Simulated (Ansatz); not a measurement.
**Si interstitial in wurtzite AlN**

The numbers are results of PBE, PAW (plane waves to 420 eV; Ansatz, an electronic-structure program), not measurements. Cell: 96 sites, 3×2×2 repeats of a cell of 8 atoms; final energies on a 2×2×2 shifted mesh. Site at the start: void with 3N nearest. Finite-size correction: monopole term and site-potential alignment. Dielectric constants: PBE linear response of the host. Host gap at this level: 4.03 eV. A cell of this size leaves errors of a few tenths of an eV. PBE underestimates the host's gap, which shifts levels and can delocalise carriers. Spin–orbit coupling is left out. Each state is the lowest found from its start.

Formation energies E_f are given with the Fermi level at the valence-band maximum. Chemical conditions: N-rich (Δμ(Si) = -2.47 eV, bounded by beta Si3N4; only phases computed here count, gases as isolated molecules at 0 K). Reference phases: Si: silicon.

The name describes the start; the neighbours show where the atoms ended.

Charges with a result: +3, +2, +1, 0. Others weren't obtained, and one of them could lie lower, also by skipping a charge.

```tsv
charge	moment (μB)	largest move off a lattice site (Å)	neighbours of the last Si atom of the defect at the end (Å)	image correction with alignment (eV)	E_f, N-rich (eV)	above the lowest spin state (eV)
+3	1.0	0.30	N 1.77, N 1.77, N 1.77	2.46	4.92	0.00
+2	not spin-polarised	0.31	N 1.81, N 1.81, N 1.81	1.23	5.95	0.00
+1	1.0	1.02	N 1.70, Al 2.21, N 2.48, N 2.49, Al 2.50, Al 2.50	0.41	8.95	0.00
0	not spin-polarised	1.02	N 1.76, Al 2.16, N 2.46, N 2.48, Al 2.50, Al 2.51	0.00	11.52	0.00
0	0.0	1.02	N 1.76, Al 2.16, N 2.46, N 2.48, Al 2.50, Al 2.51	0.00	11.52	0.00
```

Starting moments that weren't kept: charge 0 began with 2 μB and ended with 0.0.

Transition levels above the valence-band maximum: ε(+3/+2) = 1.03 eV; ε(+2/+1) = 3.00 eV; ε(+1/0) = 2.56 eV. On the lower envelope of the bound states, inside the gap: (+3/+2) at 1.03 eV; (+2/0) at 2.78 eV; the others aren't thermodynamic.

Flagged in the runs: a host whose relaxation on this sampling wasn't shown to rest, a strain field that reaches the edge of the cell.
